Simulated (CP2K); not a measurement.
Band structure of PtAl2 (Fm-3m, 3 atoms in the cell).

```
PtAl2
1.0
    4.16354     0.00000     0.00000
    2.08177     3.60573     0.00000
    2.08177     1.20191     3.39952
Al Pt
2 1
Direct
  0.25000   0.25000   0.25000
  0.75000   0.75000   0.75000
  0.00000   0.00000   0.00000
```

Method of the run: PBE, GPW, DZVP-MOLOPT-SR-GTH basis, GTH-PBE potentials (GTH_POTENTIALS) (CP2K 2026.2).

Settings: CUTOFF = 500 Ry; REL_CUTOFF = 50 Ry; SMEAR/METHOD = FERMI_DIRAC; ELECTRONIC_TEMPERATURE = 1578.21 K; KPOINTS/SCHEME = MONKHORST-PACK 8 8 8; GAMMA_CENTERED = T; XC_FUNCTIONAL = PBE; Al/BASIS_SET = DZVP-MOLOPT-SR-GTH-q3; Al/POTENTIAL = GTH-PBE-q3; Pt/BASIS_SET = DZVP-MOLOPT-SR-GTH-q18; Pt/POTENTIAL = GTH-PBE-q18; METHOD = GPW; EPS_DEFAULT = 1e-11; EXTRAPOLATION = USE_GUESS.

The starting cell has typed, rounded lattice constants, without a prior relaxation at this level. Its lattice was rescaled by a random factor within 2.5 % of one. Spin-orbit coupling is off. Spin polarisation is off. Values carry the incompleteness of an atom-centred basis.

Levels in eV from the Fermi level, bands 10 to 15:
| point | 10 | 11 | 12 | 13 | 14 | 15 |
|---|---|---|---|---|---|---|
| Γ | -3.72 | 3.03 | 3.87 | 3.87 | 3.87 | 5.56 |
| X | -3.43 | -3.19 | -1.65 | -1.65 | 3.23 | 3.54 |
| W | -3.25 | -2.81 | -2.81 | -0.88 | 5.30 | 5.30 |
| K | -3.65 | -3.06 | -2.01 | -0.63 | 3.40 | 5.67 |
| L | -3.48 | -3.48 | 0.98 | 0.98 | 3.88 | 5.24 |
| U | -3.65 | -3.06 | -2.01 | -0.63 | 3.40 | 5.67 |

Bands cross the Fermi level along this path, so the cell is metallic at this level.

Higher empty bands are left out: an atom-centred basis made for the valence describes them poorly.
